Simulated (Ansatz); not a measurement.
The starting structures come from a database of crystals and need not be the phases stable at ambient conditions.

 Where the default PAW files enter, the runs use the earlier of Ansatz's two default sets.

The decay constant κ of evanescent states in the gap governs leakage through a thin film.

```yaml
crystal:
  lattice:
    - [5.52613, 0.00000, 0.00000]
    - [-2.76306, 4.78577, 0.00000]
    - [2.76306, 1.59526, 6.96994]
  atoms:
    - { symbol: K, position: [0.40439, 0.20219, 0.39342] }
    - { symbol: K, position: [0.59561, 0.79781, 0.60658] }
    - { symbol: Pb, position: [0.00000, 0.00000, 0.00000] }
    - { symbol: S, position: [0.80411, 0.40205, 0.79384] }
    - { symbol: S, position: [0.19589, 0.59795, 0.20616] }
    - { symbol: O, position: [0.55798, 0.27899, 0.72009] }
    - { symbol: O, position: [0.44202, 0.72101, 0.27991] }
    - { symbol: O, position: [0.00092, 0.27899, 0.72009] }
    - { symbol: O, position: [0.99908, 0.72101, 0.27991] }
    - { symbol: O, position: [0.00092, 0.72193, 0.72009] }
    - { symbol: O, position: [0.99908, 0.27807, 0.27991] }
    - { symbol: O, position: [0.33800, 0.66900, 0.99301] }
    - { symbol: O, position: [0.66200, 0.33100, 0.00699] }
```

Space group of this cell: R-3m. The cell was relaxed by PBE-D3(BJ); by r2SCAN its mean pressure is -2.8 GPa.

Transport runs along the normal of the first two printed cell vectors, the (001) plane of the conventional cell.

No gap correction and no spin-orbit coupling; mid-gap values are interpolated between computed energies.

**Question.** Predict the band gap and the smallest decay constant κ at mid-gap from r2SCAN (Ansatz, a quantum-chemistry and plane-wave program).

**Answer.** Gap 5.10 eV on a 8×8×8 mesh; κ = 0.541 1/Å, at (0.500, 0.000) of the in-plane reciprocal vectors. At the zone centre, at the nearest computed energy, the slowest state has κ = 0.61 1/Å.
